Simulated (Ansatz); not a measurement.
# SiO2 under a change: pressure 10 GPa

Take SiO2 (space group Cmce, No. 64; a = 2.679 Å, b = 4.639 Å, c = 10.942 Å; a model cell, its experimental status unchecked; layered, stacked along the Cartesian z axis) as the base.

One thing is altered: cell and atoms relaxed at a pressure of 10 GPa.

Calculations: PBEsol, PAW, 420 eV (Ansatz, a first-principles code; spin-orbit coupling left out). Settings: 11×11×3 k-points, 0.05 eV Fermi–Dirac smearing.

| quantity | base | changed | shift |
|---|---|---|---|
| volume per atom | 11.33 Å³ | 8.58 Å³ | -2.75 Å³ |
| density | 2.93 g/cm³ | 3.88 g/cm³ | +0.943 g/cm³ |
| shortest interatomic distance | 1.796 Å | 1.777 Å | -0.019 Å |
| enthalpy H = E + PV relative to the base's energy | – | +0.57 eV/atom | – |
| band gap | 6.48 eV | 6.32 eV | -0.16 eV |
| gap character | indirect, Σ₀–Γ (62 % along) → Γ | indirect, Γ–Y (33 % along) → Γ | – |
| smallest direct gap | 6.98 eV | 6.56 eV | -0.42 eV |
| width of the top valence band | 0.94 eV | 1.66 eV | +0.72 eV |
| valley order (the lowest conduction-band minima on the path, energy above the VBM, named in the base's zone) | Γ 6.48 eV; Y (1/2, 1/2, 0) 8.02 eV; S (0, 1/2, 0) 8.04 eV | Γ 6.32 eV; Y (1/2, 1/2, 0) 7.53 eV; S (0, 1/2, 0) 7.66 eV | – |

From pressure 10 GPa on, the axis ratios lie over 15 % from the base's, so the cell there is far from its starting form. Load acts through the strain it causes; cell and atoms are relaxed under it. Stability against distortions was not tested. No other phases were tried under pressure. The base started in Pnma and relaxed to Cmce at this level. No dispersion term is included in the PBEsol runs.
